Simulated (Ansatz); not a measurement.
Start from WSe$_{2}$ in the 2H-MoS2 type structure (space group P6_3/mmc, No. 194; layered, stacked along the Cartesian z axis).

```yaml
crystal:
  lattice:
    - [3.23056, 0.00000, 0.00000]
    - [-1.61528, 2.79774, 0.00000]
    - [0.00000, 0.00000, 12.41193]
  atoms:
    - { symbol: W, position: [0.33333, 0.66667, 0.25000] }
    - { symbol: W, position: [0.66667, 0.33333, 0.75000] }
    - { symbol: Se, position: [0.33333, 0.66667, 0.61456] }
    - { symbol: Se, position: [0.66667, 0.33333, 0.11456] }
    - { symbol: Se, position: [0.66667, 0.33333, 0.38544] }
    - { symbol: Se, position: [0.33333, 0.66667, 0.88544] }
```

Level of theory: DFT with PBEsol-D3(BJ), PAW potentials and a 420 eV plane-wave cutoff in Ansatz (a quantum-chemistry and plane-wave program), scalar-relativistic without spin-orbit coupling.

```json
[
 {"level": "PBEsol-D3(BJ)", "band gap": "0.67 eV", "lattice parameter a": "3.231 Å", "lattice parameter c": "12.412 Å"}
]
```

Q: What does experiment give, and how far off is each level?

A: Measured: band gap 1.2 eV (room temperature; as listed in Carlos M. O. Bastos et al., Physical Review Materials (2019)); lattice parameter a 3.282 Å (room temperature; as listed in arXiv:1605.07067); lattice parameter c 12.96 Å (room temperature; as listed in arXiv:1605.07067). Computed minus measured — band gap: PBEsol-D3(BJ) -0.53 eV; lattice parameter a: PBEsol-D3(BJ) -1.6 %; lattice parameter c: PBEsol-D3(BJ) -4.2 %. Measured values not marked as corrected hold thermal and zero-point effects that the static-lattice runs lack. A measured gap can be an optical one, lowered by exciton binding. Levels without spin-orbit coupling miss its effect on the gap.

With W present, leaving out spin-orbit coupling can change the band edges. Stability against distortions was not tested.
